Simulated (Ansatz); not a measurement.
CsSnI3, pressure series

Take CsSnI3 in the cubic perovskite structure (space group Pm-3m, No. 221) as the base.

```cif
data_CsI3Sn
_chemical_formula_sum 'Cs1 Sn1 I3'
_space_group_name_H-M_alt 'Pm-3m'
_space_group_IT_number 221
_space_group_name_Hall '-P 4 2 3'
_cell_length_a 6.27133
_cell_length_b 6.27133
_cell_length_c 6.27133
_cell_angle_alpha 90.000
_cell_angle_beta 90.000
_cell_angle_gamma 90.000
loop_
_atom_site_label
_atom_site_type_symbol
_atom_site_symmetry_multiplicity
_atom_site_Wyckoff_symbol
_atom_site_fract_x
_atom_site_fract_y
_atom_site_fract_z
_atom_site_occupancy
Cs1 Cs 1 a 0.00000 0.00000 0.00000 1
Sn1 Sn 1 b 0.50000 0.50000 0.50000 1
I1 I 3 c 0.00000 0.50000 0.50000 1
```

Cell and atoms are relaxed at each pressure.

Calculations: Ansatz (a program for electronic structure), PBE, PAW, cutoff 420 eV, no spin-orbit coupling.

Question: Only one of these keeps a band gap. Which?
(A) pressure 30 GPa
(B) pressure 7 GPa
(C) pressure −1 GPa
(D) pressure 3 GPa
(E) pressure 75 GPa

Answer: C, pressure −1 GPa. Computed: pressure 75 GPa: zero; pressure −1 GPa: 0.78 eV; pressure 3 GPa: zero; pressure 7 GPa: zero; pressure 30 GPa: zero

The mesh was chosen for an insulator and is coarse for the gapless case. With I present, leaving out spin-orbit coupling can change the band edges. Load acts through the strain it causes; cell and atoms are relaxed under it. Stability against distortions was not tested. No other phases were tried under pressure. The final runs are not spin-polarised. Many cubic perovskites are stable only at high temperature; tilts and polar distortions were not tested. The zero or small gap of CsSnI3 under pressure 75 GPa, CsSnI3 under pressure 3 GPa, CsSnI3 under pressure 7 GPa and CsSnI3 under pressure 30 GPa can change with the level of theory.
